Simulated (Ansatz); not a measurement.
Consider As (space group I4_132, No. 214; a = 6.994 Å; a hypothetical phase, not in the database extracts checked).

(Cell as relaxed with PBE.)

Levels (all Ansatz, an electronic-structure program, PAW): PBE (420 eV, no SOC); PBEsol (420 eV, no spin-orbit coupling).

Each level relaxes its own structure.

| quantity | PBE | PBEsol |
|---|---|---|
| volume per atom | 42.76 Å³ | (withheld) |
| lattice parameter a | 6.994 Å | (withheld) |
| band gap | zero | (withheld) |

Q: What does PBEsol give?

A: 
- volume per atom, PBEsol: 41.10 Å³
- lattice parameter a, PBEsol: 6.902 Å
- band gap, PBEsol: zero

PBE's volume per atom lies 1.66 Å³ above PBEsol's (4.0 %); PBE's lattice parameter a lies 0.092 Å above PBEsol's (1.3 %); the two agree on the band gap. Neither level is exact; PBEsol is the comparison here, not a measurement.

No phonon test of stability was made.
